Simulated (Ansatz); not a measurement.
The reference is ZnS in the wurtzite structure (space group P6_3mc, No. 186).

```yaml
crystal:
  lattice:
    - [3.84528, 0.00000, 0.00000]
    - [-1.92264, 3.33011, 0.00000]
    - [0.00000, 0.00000, 6.30521]
  atoms:
    - { symbol: Zn, position: [0.33333, 0.66667, 0.00023] }
    - { symbol: Zn, position: [0.66667, 0.33333, 0.50023] }
    - { symbol: S, position: [0.33333, 0.66667, 0.37477] }
    - { symbol: S, position: [0.66667, 0.33333, 0.87477] }
```

Method: DFT with PBE, PAW potentials and a 420 eV plane-wave cutoff in Ansatz (a program for electronic structure), without spin-orbit coupling.

Base values:

The valence-band top at Γ is 0.00, 0.00, -0.07 eV. The electron mass is 0.16 mₑ along c, 0.18 mₑ across (at Γ) and the pressure comes out as 0.00 GPa.

One thing is altered: the cell is scaled by 1.0060 in all directions; the atoms relax in the strained cell.

**Question.** How does this affect the valence-band top at Γ, electron mass, energy relative to the base, mean gap deformation potential ΔEg/Δln V and pressure?

**Answer.** The valence-band top at Γ (three highest levels, from the VBM) remains 0.00, 0.00, -0.07 eV; the electron mass changes from 0.16 mₑ along c, 0.18 mₑ across (at Γ) to 0.15 mₑ along c, 0.17 mₑ across (at Γ); the energy goes up by 1.4 meV/atom; the mean gap deformation potential ΔEg/Δln V amounts to -4.4 eV; the pressure (mean of the normal stresses, compression positive) goes from zero to -1.20 GPa.

Masses are band curvatures over ±0.01 Å⁻¹ around the edge. Whether these cells are dynamically stable was not tested.
